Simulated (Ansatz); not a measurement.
**KHF2 (I4/mcm, No. 140; cell taken from a computed entry)**

Computed with LDA (Ansatz, an electronic-structure program, PAW).

Run with plane-wave cutoff 500 eV, 10×10×10 k mesh, gaussian smearing 0.02 eV, scalar-relativistic PAW data made under PBE.

Cell (relaxed at this level):

```xyz
8
Lattice="-2.7305 2.7305 3.2575 2.7305 -2.7305 3.2575 2.7305 2.7305 -3.2575" Properties=species:S:1:pos:R:3 pbc="T T T"
K      0.0000     0.0000     4.8863
K      0.0000     0.0000     1.6288
H      0.0000     2.7305     0.0000
H      2.7305     0.0000     0.0000
F      1.9243    -0.8061     3.2575
F      0.8061     3.5366     0.0000
F      0.8061     1.9243     3.2575
F      1.9243     0.8061     0.0000
```

* **band gap**: 7.25 eV (on the SCF k mesh)

Note: the relaxation could not lower the start's symmetry, so the cell can be a saddle point above a distorted one.

Computed values are for the static lattice.

The result took about 110 core-seconds (a rough figure).
